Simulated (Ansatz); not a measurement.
A self-consistent single point of CdAg2GeO4 (I-4, 8 atoms in the cell) with Ansatz (a program for electronic structure)

Method of the run: PBE (plane waves, PAW; Ansatz).

The input file:

Ansatz 0.2 input:
```yaml
crystal:
  lattice:
    - [-2.31524600, 2.31524600, 4.63774500]
    - [2.31524600, -2.31524600, 4.63774500]
    - [2.31524600, 2.31524600, -4.63774500]
  atoms:
    - { symbol: Ag, position: [0.00000000, 0.00000000, 0.00000000] }
    - { symbol: Ag, position: [0.75000000, 0.25000000, 0.50000000] }
    - { symbol: Cd, position: [0.25000000, 0.75000000, 0.50000000] }
    - { symbol: Ge, position: [0.50000000, 0.50000000, 0.00000000] }
    - { symbol: O, position: [0.62900000, 0.62800000, 0.51300000] }
    - { symbol: O, position: [0.11500000, 0.11600000, 0.48700000] }
    - { symbol: O, position: [0.37200000, 0.88500000, 0.00100000] }
    - { symbol: O, position: [0.88400000, 0.37100000, 0.99900000] }
kpoints:
  mp_grid:
    grid: [7, 7, 7]
hamiltonian:
  xc: pbe
  pseudopotentials:
    kind: paw
scf:
  occupations:
    method: cold
    width: 0.136
output:
  forces: true
  eigenvalues: true
  stress: true
```

The program printed (abridged):

```
WARN basis.ecutwfc = 420 eV, the default
WARN ansatz: RAYON_NUM_THREADS=1 ignored (pool sized by the plan → 1); use --threads N
Pseudopotentials: kind: paw
Pseudopotential: Ag, paw, valence charge 19
Pseudopotential: Cd, paw, valence charge 20
Pseudopotential: Ge, paw, valence charge 14
Pseudopotential: O, paw, valence charge 6
Crystal: 8 atoms, lattice volume = 99.440 Å³
Basis set: ecut = 420 eV, 1975 PW (Γ), exchange–correlation on 80×80×80 points (8 copies of the dense FFT grid, shifted against one another)
Bands: 58, of which v1, the nominal top of the filled ones, is band 48 counted from 1 (47 counted from 0)
Symmetry: 4 space group operations
Space group: I-4 (ITA 82), of the structure as read, at distance tolerance 4.6e-5 Å
k-points: 52 of 343 (time reversal used)
Initial density: superposition of atomic densities (neutral atoms: chi_scale 0, normalization atom), corrected by the library's trained network
Initial wavefunctions: pseudopotential atomic-orbital guess
Eigensolver: davidson
Functional: x = pbe(κ = 0.804, μ = 0.2195149727645171), c = pbe(β = 0.06672455060314922)
SCF iter   1: F=—  HF=-29989.996616 eV  |F-HF|=—  |Δ(HF+E_count)|=         —  Δρ=1.24e-2  dr2=2.01e-1  ethr=1.77e-3  ⟨swp⟩=5.2  Hψ=9786  notcnv=0  defer=73
all-band conjugate gradients solve this SCF's bands
preconditioner: auto → LDOS
SCF iter   2: F=—  HF=-29989.971314 eV  |F-HF|=—  |Δ(HF+E_count)|=   2.53e-2  S|Δr|=    0.00e0  Δρ=5.03e-3  dr2=2.12e-2  ethr=2.09e-4  ⟨swp⟩=1.0  Hψ=3484  notcnv=0  defer=74
SCF iter   3: F=—  HF=-29989.968134 eV  |F-HF|=—  |Δ(HF+E_count)|=   3.18e-3  S|Δr|=    0.00e0  Δρ=3.08e-3  dr2=1.03e-2  ethr=2.21e-5  ⟨swp⟩=2.1  Hψ=4306  notcnv=0  defer=74
SCF iter   4: F=—  HF=-29989.966373 eV  |F-HF|=—  |Δ(HF+E_count)|=   1.76e-3  S|Δr|=    0.00e0  Δρ=8.10e-4  dr2=5.60e-4  ethr=1.07e-5  ⟨swp⟩=2.1  Hψ=3727  notcnv=0  defer=74
SCF iter   5: F=—  HF=-29989.966254 eV  |F-HF|=—  |Δ(HF+E_count)|=   1.19e-4  S|Δr|=    0.00e0  Δρ=2.44e-4  dr2=5.00e-5  ethr=5.83e-7  ⟨swp⟩=2.0  Hψ=4219  notcnv=0  defer=74
SCF iter   6: F=—  HF=-29989.966249 eV  |F-HF|=—  |Δ(HF+E_count)|=   4.78e-6  S|Δr|=    0.00e0  Δρ=6.15e-5  dr2=2.90e-6  ethr=5.21e-8  ⟨swp⟩=2.0  Hψ=5152  notcnv=0  defer=74
SCF iter   7: F=—  HF=-29989.966249 eV  |F-HF|=—  |Δ(HF+E_count)|=   8.76e-7  S|Δr|=    0.00e0  Δρ=1.43e-5  dr2=1.25e-7  ethr=3.03e-9  ⟨swp⟩=2.0  Hψ=5257  notcnv=0  defer=74
SCF iter   8: F=-29989.966249 eV  HF=-29989.966249 eV  |F-HF|=2.87e-8  |Δ(HF+E_count)|=   1.42e-8  S|Δr|=    0.00e0  Δρ=4.07e-6  dr2=2.69e-8  ethr=1.04e-10  ⟨swp⟩=8.5  Hψ=10392  notcnv=0
SCF 1 converged in 8 iterations: F = -29989.966249 eV  dr2 = 2.69e-8
SCF converged after 8 iterations
Stability not checked (fill_not_monotonic)
Free energy (F): -29989.966249 eV
Harris-Foulkes:  -29989.966249 eV  (|F-HF|=2.87e-8)
Internal energy: -29989.976262 eV  (E = F + TS)
E sigma→0 (E₀):  -29989.969586 eV
Entropy (-TS):   0.010013 eV (1.252 meV/atom)
Fermi energy:    13.448326 eV
Step filling:    the computed levels leave a gap of 0.0188 eV = 0.1 smearing widths
--- Per-component energies (eV) ---
  E_band       = -983.940577
  E_kinetic    = 2390.529306
  E_local      = -11437.040763  (includes V_loc(G=0)·N_el)
  E_nonlocal   = 812.580714
  E_hartree    = 5103.089535
  E_xc         = -920.454044
  E_vxc        = -1137.600719  (∫ρ·V_xc dr)
  E_paw        = -14541.257184  (= ΣΔE_a)
  E_vpaw       = -1818.602338  (= ΣTr[D̂ρ^β])
  E_aug_tail   = 0.010647  (compensation charges beyond the density's cutoff)
  E_ewald      = -11397.434473
  E_smearing   = 0.010013  (= −TS)
  E_closure    = -0.000000  (closes the sum)
  Σ components = -29989.966249   (vs F -29989.966249, Δ=0.00e0)
--- Forces (eV/Å), atoms counted from 1 ---
  atom   1  Ag    -0.00000000    -0.00000000     0.00000000
  atom   2  Ag    -0.00000000     0.00000000     0.00000000
  atom   3  Cd     0.00000000     0.00000000     0.00000000
  atom   4  Ge    -0.00000000     0.00000000     0.00000000
  atom   5  O     -2.55345093    -2.92499618     2.59343856
  atom   6  O      2.55345093     2.92499618     2.59343856
  atom   7  O     -2.92499618     2.55345093    -2.59343856
  atom   8  O      2.92499618    -2.55345093    -2.59343856
  max |Σ_I F_I| component: 4.44e-16 eV/Å
--- Stress (GPa, compression-positive) ---
       44.220338       0.000000      -0.000000
       -0.000000      44.220338      -0.000000
       -0.000000      -0.000000      43.397718
  P = ⅓ Tr σ = 43.9461 GPa (439.461 kbar)
  The stress holds the Pulay correction. Without it, at fixed plane waves, as pw.x and ABINIT print it: P = 43.4185 GPa
--- Band table (eV; the first three rows and the last of 52) ---
  k-point 0: bands = ["-88.0700", "-77.6376", "-77.6059", "-49.2041", "-49.2041", "-49.1826", "-41.2218", "-41.1888", "-41.1888", "-41.1661", "-41.1661", "-41.0867", "-12.0007", "-11.9928", "-11.9928", "-11.9565", "-11.9436", "-6.7345", "-5.8660", [...]
  k-point 1: bands = ["-88.0700", "-77.6376", "-77.6059", "-49.2041", "-49.2041", "-49.1826", "-41.2221", "-41.1886", "-41.1881", "-41.1665", "-41.1663", "-41.0867", "-12.0008", "-11.9930", "-11.9929", "-11.9563", "-11.9435", "-6.6545", "-5.9090", [...]
  k-point 2: bands = ["-88.0700", "-77.6376", "-77.6059", "-49.2041", "-49.2041", "-49.1826", "-41.2227", "-41.1882", "-41.1866", "-41.1674", "-41.1668", "-41.0866", "-12.0014", "-11.9936", "-11.9930", "-11.9557", "-11.9432", "-6.4568", "-6.0062", [...]
  k-point 51: bands = ["-88.0700", "-77.6376", "-77.6059", "-49.2041", "-49.2040", "-49.1826", "-41.2211", "-41.1898", "-41.1893", "-41.1654", "-41.1650", "-41.0876", "-12.0010", "-11.9928", "-11.9927", "-11.9566", "-11.9435", "-6.3734", "-6.1811", [...]
```

The run converged in 8 iterations.

The starting cell was generated: these elements placed on a structure prototype, without a prior relaxation; it need not be a known phase or ordering of this composition. With a pressure of about 44 GPa the cell is away from its equilibrium volume at this level. Forces in this geometry exceed 1 eV/Å. Ansatz's pressure includes its estimate of the finite-basis (Pulay) stress. Without the estimate this run gives 43.42 GPa. The run gives no clean gap (levels at the Fermi energy touch, overlap or are partly filled at this smearing), which alone does not show that the compound is a metal.
